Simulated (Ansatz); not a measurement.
The starting structures come from a database of crystals and need not be the phases stable at ambient conditions.

By PBEsol, the system below comes out a metal.

The ballistic (Sharvin) conductance counts the channels at the Fermi level: G/A = (e²/h) × channels of both spins per area.

Consider the following.

```xyz
1
Lattice="3.2816 0.0000 0.0000 -1.0939 3.0940 0.0000 1.0939 1.5470 2.5991" Properties=species:S:1:pos:R:3 pbc="T T T"
Sn     0.0000     0.0000     0.0000
```

Space group of this cell: Fmmm. The cell is strained (lengths along the current scaled by 0.97, ions clamped); by PBEsol its mean pressure is -0.5 GPa.

The current flows along the normal of the first two printed cell vectors. No spin-orbit coupling; the value is a mean over 0.1 eV about the Fermi level.

Problem. Predict the ballistic conductance per area from PBEsol in Ansatz (a program for electronic structure).

Solution. 1.4 × 10¹⁵ S/m² for both spins.
